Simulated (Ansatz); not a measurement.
```xyz
24
Lattice="19.5000 0.0000 0.0000 0.0000 19.5000 0.0000 0.0000 0.0000 6.2232" Properties=species:S:1:pos:R:3 pbc="T T T"
As    12.7601     9.7500     4.1488
As    13.5574    11.9482     5.1860
As    14.1464     9.7500     2.0744
As    11.2550    12.3568     4.1488
As     9.7500    14.1464     5.1860
As    12.3568    11.2550     1.0372
As    11.9482    13.5574     2.0744
As     8.2450    12.3568     4.1488
As     5.9426    11.9482     5.1860
As     9.7500    12.7601     1.0372
As     7.5518    13.5574     2.0744
As     6.7399     9.7500     4.1488
As     5.9426     7.5518     5.1860
As     7.1432    11.2550     1.0372
As     5.3536     9.7500     2.0744
As     8.2450     7.1432     4.1488
As     9.7500     5.3536     5.1860
As     7.1432     8.2450     1.0372
As     7.5518     5.9426     2.0744
As    11.2550     7.1432     4.1488
As    13.5574     7.5518     5.1860
As     9.7500     6.7399     1.0372
As    11.9482     5.9426     2.0744
As    12.3568     8.2450     1.0372
```

Levels: PBE (plane waves to 420 eV, PAW; Ansatz, a program for electronic structure); r2SCAN (plane waves to 500 eV, PAW; Ansatz). Unmarked values and the geometry are of the first. Mesh 1×1×6. No spin polarisation. Isolated but for its images some 11 Å away. A model structure. Only distortions within the start's symmetry and period were free. Values not marked SOC lack spin–orbit coupling. Buckling under compression is shut out by symmetry and the short period.

Q: Say what this body is, and give its properties.

A: (6,0) arsenic nanotube. A hypothetical model, rolled from the flat sheet.
```
Quantity                                                                                          Result
---------------------------------------------------------  ---------------------------------------------
mean diameter                                                                                     7.41 Å
radii of the innermost and outermost atoms                                               3.01 and 4.40 Å
energy over the flat sheet                                                                 +166 meV/atom
PBE gap                                                    1.21 eV, indirect, from Γ to k = 0.427 × 2π/c
electron mass along the axis (PBE)                                                               0.89 mₑ
hole mass along the axis (PBE)                                                                    1.1 mₑ
valence and conduction edges under the vacuum level (PBE)                               4.97 and 3.75 eV
r2SCAN gap at this geometry                                                                      1.41 eV
axial stiffness dF/dε                                                                              90 nN
```
